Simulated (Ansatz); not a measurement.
MgO (Fm-3m) under hydrostatic pressure (compression positive): electron conductivity mass by r2SCAN, rigid bands (plane waves, PAW, scalar-relativistic; Ansatz, a quantum-chemistry and plane-wave program). The unloaded cell, whose axes the loads refer to:

```xyz
2
Lattice="0.0000 2.1071 2.1071 2.1071 0.0000 2.1071 2.1071 2.1071 0.0000" Properties=species:S:1:pos:R:3 pbc="T T T"
Mg     0.0000     0.0000     0.0000
O      2.1071     2.1071     2.1071
```

| hydrostatic pressure (compression positive) (GPa) | volume per atom (Å³) | electron conductivity mass (mₑ) |
|---|---|---|
| -9 | 9.99 | ? |
| -6 | 9.75 | 0.359 |
| -3 | 9.54 | 0.366 |
| 0 | 9.35 | 0.371 |
| 3 | 9.19 | 0.377 |
| 6 | 9.03 | 0.382 |
| 12 | 8.75 | 0.392 |
| 18 | 8.51 | 0.401 |

**Question.** Fit a straight line to ln(electron conductivity mass) against the load over the rows given, and predict the row at -9 GPa.

**Answer.** The means are x̄ = 4.286 GPa and ȳ = -0.9727; Σ(x − x̄)(y − ȳ) = 1.958 and Σ(x − x̄)² = 429.4, so the slope is 0.456 % per GPa, and the rows given lie within 0.48 % of the line. At -9 GPa the line gives 0.356 mₑ; the calculation gives 0.353 mₑ, 0.80 % from it.

Masses are for dilute carriers at 300 K, harmonic means over directions unless an axis is named. Spin-orbit coupling is left out. Stresses and pressures are the targets of the relaxation. The structure type is held at every load. Geometry: cell and atoms relaxed with PBEsol.
